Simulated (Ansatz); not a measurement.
## Carrier doping in SiSe2

The parent structure is SiSe₂ (space group Ibam, No. 72; a = 6.615 Å, b = 11.269 Å, c = 5.933 Å; made of chains).

Carriers are added at fixed cell with a uniform background; the Fermi–Dirac width is that of 300 K.

The values are results of PBE (Ansatz, an electronic-structure program), no spin-orbit coupling, not measurements.

Notes on the quantities. Fermi level from band edge: Fermi level relative to the doped band's edge (positive inside the band; to 0.05 eV).

| case | gap character | gap between the host's bands | Fermi level from band edge | largest internal atomic displacement |
|---|---|---|---|---|
| undoped | indirect, Σ₀–Γ (12 % along) → G₀–X (25 % along) | 2.22 eV | – | – |
| electrons 2.0×10^21 cm⁻³ | – | 2.11 eV | +0.20 eV | 0.031 Å |
| electrons 3.0×10^21 cm⁻³ | – | 2.05 eV | +0.30 eV | 0.049 Å |
| electrons 5.0×10^21 cm⁻³ | indirect, F₀ → k = (0.455, 0.455, -0.455) in the run's primitive reciprocal basis | 1.93 eV | +0.40 eV | 0.083 Å |
| electrons 7.0×10^21 cm⁻³ | indirect, F₀ → X | 1.78 eV | +0.55 eV | 0.121 Å |
| holes 2.0×10^21 cm⁻³ | indirect, k = (0.273, -0.273, -0.273) in the run's primitive reciprocal basis → G₀–X (25 % along) | 2.33 eV | +0.15 eV | 0.011 Å |
| holes 3.0×10^21 cm⁻³ | indirect, k = (0.273, -0.273, -0.273) in the run's primitive reciprocal basis → G₀–X (25 % along) | 2.39 eV | +0.20 eV | – |
| holes 5.0×10^21 cm⁻³ | indirect, k = (0.273, -0.273, -0.273) in the run's primitive reciprocal basis → G₀–X (25 % along) | 2.49 eV | +0.35 eV | – |
| holes 7.0×10^21 cm⁻³ | indirect, k = (0.273, -0.273, -0.273) in the run's primitive reciprocal basis → G₀–X (50 % along) | 2.55 eV | +0.45 eV | 0.016 Å |

Carriers are added with a uniform compensating background; total energy and stress of such cells depend on the potential's zero and are not compared; many-body gap narrowing is missing at this level. Stability against distortions was not tested. No dispersion term is included, though the crystal is made of layers, chains or molecules, so its spacings can come out too wide.
